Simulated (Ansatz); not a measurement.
Take TiAl (space group P4/mmm, No. 123) as the base.

```xyz
2
Lattice="2.8130 0.0000 0.0000 0.0000 2.8130 0.0000 0.0000 0.0000 4.0585" Properties=species:S:1:pos:R:3 pbc="T T T"
Al     1.4065     1.4065     2.0292
Ti     0.0000     0.0000     0.0000
```

All numbers come from plane-wave PAW DFT at the r2SCAN level (Ansatz, a quantum-chemistry and plane-wave program, 500 eV), scalar-relativistic without spin-orbit coupling.

One change was made to it. Results:

| quantity | base | after |
|---|---|---|
| volume per atom | 16.06 Å³ | 15.04 Å³ |
| c/a ratio | 1.443 | 1.442 |

Q: What was done to the base?
(A) pressure 22.5 GPa
(B) pressure 2.1 GPa
(C) pressure 30 GPa
(D) pressure 9 GPa
(E) pressure 4.5 GPa

A: D, pressure 9 GPa. For comparison, the volume per atom in the other runs: pressure 22.5 GPa gives 13.93 Å³; pressure 2.1 GPa gives 15.79 Å³; pressure 30 GPa gives 13.45 Å³; pressure 4.5 GPa gives 15.51 Å³.

Load acts through the strain it causes; cell and atoms are relaxed under it. Stability against distortions was not tested. No other phases were tried under pressure. The final runs are not spin-polarised.
